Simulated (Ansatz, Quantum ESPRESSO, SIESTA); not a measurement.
One structure in several programs: Lu2C (P1, 3 atoms in the cell)

Self-consistent single point, at a second geometry (atoms moved at random). First geometry:

```yaml
crystal:
  lattice:
    - [1.74726, 1.00878, 5.83768]
    - [-1.74726, 1.00878, 5.83768]
    - [0.00000, -2.01756, 5.83768]
  atoms:
    - { symbol: Lu, position: [0.24083, 0.24083, 0.24083] }
    - { symbol: Lu, position: [0.75917, 0.75917, 0.75917] }
    - { symbol: C, position: [0.50000, 0.50000, 0.50000] }
```

Second geometry:
```
Lu2C
1.0
    1.74726     1.00878     5.83768
   -1.74726     1.00878     5.83768
    0.00000    -2.01756     5.83768
Lu C
2 1
Direct
  0.23899   0.23317   0.25181
  0.76773   0.76315   0.74318
  0.49328   0.50369   0.50501
```

Shared settings, as Ansatz (a program for electronic structure) writes them: kpoints.mp_grid.grid = 9 9 9; scf.occupations.method = gaussian; scf.occupations.width = 0.1 eV. Potentials and cutoffs stand in the table.

```csv
code,model,ΔF from the first geometry (meV/atom),pressure (GPa),largest force (eV/Å),cutoff
Ansatz,"PBEsol, PAW files made with PBE",5.5,-3.11,0.405,default
SIESTA,"GGA PBEsol, numerical atomic orbitals DZP, PseudoDojo PBEsol standard norm-conserving potentials (rewritten from UPF to PSML)",6.0,-5.16,0.436,grid 400 Ry
Quantum ESPRESSO,"PBEsol, PSlibrary ultrasoft (PBE) pseudopotentials",7.0,-3.61,0.555,50 Ry
```

Size of the force on each atom (eV/Å): Sizes of forces hide their directions.

```
code                Lu1    Lu2     C3
----------------  -----  -----  -----
Ansatz            0.307  0.405  0.176
SIESTA            0.346  0.436  0.166
Quantum ESPRESSO  0.455  0.555  0.162
```

On Ansatz's run: spin-orbit coupling is off.

The spread over the programs that give each value: ΔF from the first geometry within 1.5 meV/atom; pressure within 2.05 GPa; largest force within 0.150 eV/Å.

SIESTA uses small atom-centred bases, whose incompleteness enters pressures, forces and empty levels differently from a plane-wave cutoff. Ansatz's pressure is given at a fixed set of plane waves, as the other plane-wave codes print theirs; with its correction for the finite basis it is -3.01 GPa. In the pressure, SIESTA (by 1.81) lies more than 1 GPa from the median of the plane-wave programs.

The starting cell comes from a database of computed structures (which also holds hypothetical and non-ambient phases and stackings), without a prior relaxation at this level. For this run, on top of that: atoms moved at random.

Keys are those of Ansatz 0.2.
